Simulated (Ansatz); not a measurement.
The starting structures come from a database of crystals and need not be the phases stable at ambient conditions.

Inside the gap of an insulator the Bloch states are evanescent, with a wavenumber k + iκ along the transport direction.

```
BaClH5O3
1.0
    6.39356     0.00000     0.00000
    3.19678    11.98591    -0.00915
    3.19678    -0.85026     3.08163
Ba H Cl O
2 10 2 6
Cartesian
  4.79517   9.55894   0.97933
  4.79517   1.57671   2.09315
  5.81416   6.85281   2.49183
 10.16973   6.85281   2.49183
  6.97295   7.16102   1.37478
  9.01094   7.16102   1.37478
  9.01094   3.97462   1.69770
  5.81416   4.28283   0.58065
  3.77618   4.28283   0.58065
  6.97295   3.97462   1.69770
  4.79517   4.99837   3.03723
  4.79517   6.13728   0.03525
  7.99195  10.51447   1.24297
  7.99195   0.62118   1.82951
  6.39356   7.58792   2.09361
  9.59033   7.58792   2.09361
  3.19678   3.54772   0.97887
  6.39356   3.54772   0.97887
  7.99195   6.78157   0.21302
  7.99195   4.35407   2.85946
```

Space group of this cell: P4/nmm. The cell was relaxed by PBE-D3(BJ); by r2SCAN its mean pressure is -0.8 GPa.

Transport runs along the normal of the first two printed cell vectors, the (111) plane of the conventional cell.

The gap is the functional's own, uncorrected, and κ follows it; spin-orbit coupling is left out. Mid-gap values are interpolated between the computed energies.

Problem. Estimate the band gap and the smallest decay constant κ at mid-gap that r2SCAN in Ansatz (a first-principles code) returns for this system.

Solution. Gap 5.64 eV on a 10×10×10 mesh; κ = 0.396 1/Å, at the zone centre.
